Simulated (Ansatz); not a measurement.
Response to strain in ScAl3

The parent structure is ScAl₃ in the Cu3Au type structure (space group Pm-3m, No. 221).

```
CELL_PARAMETERS angstrom
      4.08609     0.00000     0.00000
      0.00000     4.08609     0.00000
      0.00000     0.00000     4.08609
ATOMIC_POSITIONS crystal
  Al 0.00000 0.50000 0.50000
  Al 0.50000 0.50000 0.00000
  Al 0.50000 0.00000 0.50000
  Sc 0.00000 0.00000 0.00000
```

Strains are applied to the cell and any free atomic positions relax.

Calculations: r2SCAN, PAW, 500 eV (Ansatz, a program for electronic structure; spin-orbit coupling left out).

```
isotropic strain (%)  pressure (GPa)
--------------------  --------------
-3.47                           12.3
0                                0.0
0.62                            -1.7
4.29                               ?
4.86                           -10.0
```

Q: Fit P = P₀ − Bδ + Cδ² with δ = (1 + ε)³ − 1 to the rows shown and predict the withheld row.

A: Least squares on the printed values gives P₀ = 0.0 GPa, B = 99.6 GPa, C = 222 GPa (largest residual 0.0 GPa); this predicts -9.3 GPa, and the run gives -9.1 GPa, 0.2 higher.

Stability against distortions was not tested. All final runs are without spin polarisation.
